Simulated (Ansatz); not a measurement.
Start of a relaxation of (Rh,Ir) alloy cell IrRh7 (face-centred cubic start), prepared with a machine-learned potential:

```
CELL_PARAMETERS angstrom
      3.85270     3.85297     3.85270
      3.85270    -3.85297     3.85270
      3.85288    -3.85297    -3.85288
ATOMIC_POSITIONS crystal
  Rh 0.99867 0.74867 0.75000
  Rh 0.25133 0.00133 0.75000
  Rh 0.00159 0.49841 0.50317
  Rh 0.49867 0.24867 0.75000
  Rh 0.25172 0.75149 0.50023
  Rh 0.75133 0.50133 0.75000
  Rh 0.00429 0.24861 0.25000
  Ir 0.49886 0.00114 0.49771
  Rh 0.25139 0.49571 0.25000
  Rh 0.74851 0.24828 0.50023
  Rh 0.49861 0.75429 0.25000
  Rh 0.00149 0.00172 0.99977
  Ir 0.25114 0.24886 0.00229
  Rh 0.74571 0.00139 0.25000
  Rh 0.49828 0.49851 0.99977
  Rh 0.74841 0.75159 0.99683
```

Calculation: r2SCAN (plane waves to 500 eV, PAW; Ansatz, a program for electronic structure). Scalar-relativistic, without spin–orbit coupling. Its k-point mesh 6×6×6, Fermi–Dirac width 0.05 eV.

Held fixed: nothing of the cell; free forces relaxed under 0.03 eV/Å.

### Question
What does it relax into, and how much energy is released?

### Answer
The energy falls by 0.294 eV, and the end has space group Fmmm, which the start had and the run cannot lower.

```
CELL_PARAMETERS angstrom
      3.80448     3.80606     3.80448
      3.80448    -3.80606     3.80448
      3.80466    -3.80606    -3.80466
ATOMIC_POSITIONS crystal
  Rh 0.99960 0.74960 0.75000
  Rh 0.25040 0.00040 0.75000
  Rh 0.00032 0.49968 0.50063
  Rh 0.49960 0.24960 0.75000
  Rh 0.25041 0.75040 0.50001
  Rh 0.75040 0.50040 0.75000
  Rh 0.00080 0.24980 0.25000
  Ir 0.49971 0.00029 0.49942
  Rh 0.25020 0.49920 0.25000
  Rh 0.74960 0.24959 0.50001
  Rh 0.49980 0.75080 0.25000
  Rh 0.00040 0.00041 0.99999
  Ir 0.25029 0.24971 0.00058
  Rh 0.74920 0.00020 0.25000
  Rh 0.49959 0.49960 0.99999
  Rh 0.74968 0.75032 0.99937
```
